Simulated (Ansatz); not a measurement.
CdSe under a change: isotropic strain +0.60 %

Base system: CdSe in the wurtzite structure (space group P6_3mc, No. 186; a = 4.302 Å, c = 7.021 Å).

Now apply this change: an isotropic linear strain of +0.60 %, atoms relaxed at fixed cell.

The values are results of plane-wave PAW DFT at the PBEsol level (Ansatz, a program for electronic structure, 420 eV), no SOC, not measurements. k-mesh 9×9×5 (Γ-centred); smearing 0.05 eV (Fermi–Dirac).

| quantity | base | changed | shift |
|---|---|---|---|
| space group | P6_3mc (No. 186) | P6_3mc (No. 186) | – |
| shortest interatomic distance | 2.633 Å | 2.648 Å | +0.0158 Å |
| energy relative to the base (free energy F) | 0 meV/atom | +1.4 meV/atom | +1.4 meV/atom |
| band gap | 0.54 eV | 0.50 eV | -0.04 eV |
| gap character | direct at Γ | direct at Γ | – |
| mean gap deformation potential ΔEg/Δln V | – | -2.1 eV | – |
| width of the top valence band | 1.75 eV | 1.69 eV | -0.06 eV |
| electron mass | 0.055 mₑ (at Γ) | 0.052 mₑ (at Γ) | – |
| valence-band top at Γ (three highest levels, from the VBM) | 0.00, 0.00, -0.05 eV | 0.00, 0.00, -0.05 eV | – |

Final structure:

```xyz
4
Lattice="4.3278 0.0000 0.0000 -2.1639 3.7479 0.0000 0.0000 0.0000 7.0632" Properties=species:S:1:pos:R:3 pbc="T T T"
Cd     0.0000     2.4986     0.0009
Cd     2.1639     1.2493     3.5325
Se     0.0000     2.4986     2.6548
Se     2.1639     1.2493     6.1864
```

Effective masses come from finite differences of ±0.01 Å⁻¹. No phonon test of stability was made.
